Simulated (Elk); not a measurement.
Worked example: self-consistent single point of Ba (Im-3m, 1 atom in the cell) in Elk.

Method: PBE, all-electron FP-LAPW, Elk's shipped species files, default APW+lo basis run with Elk.

```yaml
crystal:
  lattice:
    - [-2.49745, 2.49745, 2.49745]
    - [2.49745, -2.49745, 2.49745]
    - [2.49745, 2.49745, -2.49745]
  atoms:
    - { symbol: Ba, position: [0.00000, 0.00000, 0.00000] }
```

Reference input (self-consistent single point, DFT, PBE, all-electron FP-LAPW, Elk's shipped species files, default APW+lo basis): xctype = 20; swidth = 0.00367493 Ha; ngridk = 6 6 6; maxscl = 100. This run's input differs from it in these lines:

```diff
@@ -5,2 +5,5 @@
   20
+
+rmtall
+  2.0
```

The program printed (abridged):

```
│ Self-consistent loop started │
│ Loop number : 1 │
 total energy                :     -8141.36202648
│ Loop number : 2 │
 total energy                :     -8141.37112495
RMS change in Kohn-Sham potential (target) :   0.8382569237E-01 (  0.1000000000E-05)
Absolute change in total energy (target)   :   0.9098471395E-02 (  0.1000000000E-03)
│ Loop number : 3 │
 total energy                :     -8141.32709566
RMS change in Kohn-Sham potential (target) :   0.7983101263E-01 (  0.1000000000E-05)
Absolute change in total energy (target)   :   0.4175466765E-01 (  0.1000000000E-03)
│ Loop number : 4 │
   [... lines left out ...]
Absolute change in total energy (target)   :   0.5212681745E-03 (  0.1000000000E-03)
│ Loop number : 18 │
 total energy                :     -8139.44607634
RMS change in Kohn-Sham potential (target) :   0.3252649804E-06 (  0.1000000000E-05)
Absolute change in total energy (target)   :   0.1514010191E-03 (  0.1000000000E-03)
│ Loop number : 19 │
 total energy                :     -8139.44607254
RMS change in Kohn-Sham potential (target) :   0.9625769365E-07 (  0.1000000000E-05)
Absolute change in total energy (target)   :   0.3404276413E-04 (  0.1000000000E-03)
Convergence targets achieved

│ Loop number : 20 │

Energies :
 Fermi                       :     0.206260114518
 total energy                :     -8139.44606936

Density of states at Fermi energy :    43.28227199
 (states/Hartree/unit cell)

Estimated indirect band gap :   0.1847625451E-02
 from k-point     14 to k-point      9
Estimated direct band gap   :   0.8482686620E-02
 at k-point     13

Charges :
 core                        :    36.00000000
 valence                     :    20.00000000
 interstitial                :    4.815679292
 muffin-tins (core leakage)
  species :    1 (Ba)
   atom    1                 :    51.18432071     (  0.1432778295E-02)
 total in muffin-tins        :    51.18432071
 total calculated charge     :    55.99652403
 total charge                :    56.00000000
 error                       :   0.3475968224E-02

│ Self-consistent loop stopped │
```

The run converged in 20 iterations. The count includes the last loop, which Elk runs after its targets are met. Against the reference run the free energy goes down by 4.9 meV/atom.

The starting cell has typed, rounded lattice constants, without a prior relaxation at this level. Its lattice was rescaled by up to half a per cent. Values depend on the basis (sphere radii, cutoffs, local orbitals), which need not be converged. The log's line on a gap gives a spacing of levels on this mesh, which the program prints for metals too.
